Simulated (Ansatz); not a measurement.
Abridged Ansatz (a program for electronic structure) output:

```
Relaxation: its limit of steps is 50 (relax.max_steps)
Pseudopotential: Sn, paw, valence charge 14
Pseudopotential: Se, paw, valence charge 16
Crystal: 3 atoms, lattice volume = 73.736 Å³
Basis set: ecut = 420 eV, 1483 PW (Γ), exchange–correlation on 54×54×80 points (8 copies of the dense FFT grid, shifted against one another)
Bands: 28, of which v1, the nominal top of the filled ones, is band 23 counted from 1 (22 counted from 0)
Symmetry: 12 space group operations
k-points: 72 of 600
Functional: x = pbesol(κ = 0.804, μ = 0.12345679012345678), c = pbesol(β = 0.046)
SCF iter   1: F=—  HF=-16800.229338 eV  |F-HF|=—  |Δ(HF+E_count)|=         —  Δρ=2.18e-3  dr2=2.90e-3  ethr=1.77e-3  ⟨swp⟩=6.5  Hψ=8893  notcnv=0
SCF iter   2: F=—  HF=-16800.226554 eV  |F-HF|=—  |Δ(HF+E_count)|=   2.78e-3  Δρ=1.11e-3  dr2=7.36e-4  ethr=6.31e-6  ⟨swp⟩=2.9  Hψ=4316  notcnv=0  defer=6
SCF 1 converged in 6 iterations: F = -16800.226496 eV  dr2 = 6.38e-8
relax step   1: F+E_penalty+E_count = -16800.22649622 eV  Δ(F+E_penalty+E_count) = +0.000e0 eV  max|allowed force component| = 4.911e-2 eV/Å  Δτ_max = 0.0000 Å  P = -2.052 GPa  Ω = 73.736 Å³  fix = [a, b, gamma]  reactions: a -2.547, b -2.547 GPa  (6 SCF iters, dr2 threshold 1.00e-7 eV, accepted)
[... steps on the carried basis left out ...]
relax step   4: F+E_penalty+E_count = -16800.23096390 eV  Δ(F+E_penalty+E_count) = +8.309e-6 eV  max|allowed force component| = 7.091e-4 eV/Å  Δτ_max = 0.0009 Å  P = -1.194 GPa  Ω = 72.144 Å³  energy of the carried Pulay correction = +3.828e-4 eV  fix = [a, b, gamma]  reactions: a -1.789, b -1.789 GPa  (5 SCF iters, dr2 threshold 2.03e-9 eV, accepted)
Crystal: 3 atoms, lattice volume = 72.144 Å³
SCF iter   1: F=—  HF=-16800.230595 eV  |F-HF|=—  |Δ(HF+E_count)|=         —  Δρ=2.64e-5  dr2=7.45e-8  ethr=1.00e-7  ⟨swp⟩=3.1  Hψ=13971  notcnv=0
SCF iter   2: F=—  HF=-16800.230597 eV  |F-HF|=—  |Δ(HF+E_count)|=   1.79e-6  Δρ=1.43e-5  dr2=2.75e-8  ethr=1.62e-10  ⟨swp⟩=2.2  Hψ=3693  notcnv=0
SCF 5 converged in 7 iterations: F = -16800.230597 eV  dr2 = 4.66e-13
SCF converged after 7 iterations
Free energy (F): -16800.230597 eV
Internal energy: -16800.226956 eV  (E = F + TS)
E sigma→0 (E₀):  -16800.228777 eV
Entropy (-TS):   -0.003640 eV (-1.213 meV/atom)
Fermi energy:    9.578395 eV
  E_disp       = -1.059580  (pairwise vdW)
--- Forces (eV/Å), atoms counted from 1 ---
  atom   1  Sn     0.00000000     0.00000000     0.00000000
  atom   2  Se     0.00000000     0.00000000    -0.00049312
  atom   3  Se     0.00000000    -0.00000000     0.00049312
--- Stress (GPa, compression-positive) ---
       -1.788438       0.000000      -0.000000
        0.000000      -1.788438      -0.000000
       -0.000000      -0.000000      -0.006727
  P = ⅓ Tr σ = -1.1945 GPa (-11.945 kbar)
--- Relaxed structure (4 steps of the walk, 4 accepted, 1 SCFs on fresh bases) ---
  cell:  # Å, volume = 72.1443 Å³
    - [3.8695149007912115, 1.5960282832468332e-95, -6.182539507989225e-18]
    - [1.9347574503956058, 3.351098204407611, -3.0912697539946114e-18]
    - [-9.085444793204327e-18, 1.7411059981342877e-33, 5.56362757394449]
  atoms:
    - { symbol: Sn, position: [2.1515964840248127e-35, 6.38062998351234e-51, 2.8929923691119077e-35] }
    - { symbol: Se, position: [0.33333333333333326, 0.33333333333333337, 0.2804995737389957] }
    - { symbol: Se, position: [0.6666666666666665, 0.6666666666666667, 0.7195004262610044] }
```

Q: What was computed, and what are the main results?

A: SnSe2, 3 atoms in the cell, with PBEsol-D3(BJ), PAW, 420 eV (Ansatz; no SOC). The last SCF converged to F = -16800.230597 eV, or -5600.0769 eV per atom, at a pressure of -1.19 GPa. The total energy compares only with runs of the same code, potentials and settings.

The mesh was chosen for an insulator and is coarse for the gapless case. The cells carry an imposed strain or load. No phonon test of stability was made. All final runs are without spin polarisation. The cell was made from SnSe$_{2}$ in the CdI2 type structure (space group P-3m1, No. 164; layered, stacked along the Cartesian z axis) by this change: biaxial strain +2.00 %, plane normal [001], relaxed out of plane.

Keys are those of Ansatz 0.2.
